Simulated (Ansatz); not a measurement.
Rock-salt NaH was calculated with revPBE in Ansatz (plane waves, PAW).

Numerical settings: plane-wave cutoff 520 eV, 12×12×12 k mesh, Fermi–Dirac smearing 0.01 eV, scalar-relativistic PAW data made under PBE.

Computed at the level's own relaxed cell.

```
NaH
1.0
    0.00000     2.45896     2.45896
    2.45896     0.00000     2.45896
    2.45896     2.45896     0.00000
Na H
1 1
Direct
  0.00000   0.00000   0.00000
  0.50000   0.50000   0.50000
```

### Question
List the 5 lowest band energies at Γ above −25 eV (eV, relative to the valence band maximum), grouping those that round alike.

### Answer
At Γ: -22.18 (×3), -3.38, 10.06.

Ansatz is an electronic-structure program.
